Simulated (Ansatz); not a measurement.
The starting structures come from a database of crystals and need not be the phases stable at ambient conditions.

By PBEsol, the system below comes out a metal.

A figure of merit of an interconnect metal is its ballistic conductance per area.

Here is the system:

```yaml
crystal:
  lattice:
    - [5.20868, 0.00000, 0.00000]
    - [-2.60434, 4.51085, 0.00000]
    - [2.60434, 1.50362, 2.12643]
  atoms:
    - { symbol: Cu, position: [0.50000, 0.50000, 0.00000] }
    - { symbol: Cu, position: [0.50000, 0.00000, 0.00000] }
    - { symbol: Cu, position: [0.00000, 0.50000, 0.00000] }
    - { symbol: Pt, position: [0.00000, 0.00000, 0.00000] }
```

The cell is taken as given; by PBEsol it stands under a pressure of -2.5 GPa.

The current flows along the normal of the first two printed cell vectors, the (111) plane of the conventional cell. No spin-orbit coupling; the value is a mean over 0.1 eV about the Fermi level.

**Question.** Predict the ballistic conductance per area from PBEsol (Ansatz, a first-principles code).

**Answer.** 0.87 × 10¹⁵ S/m² for both spins.
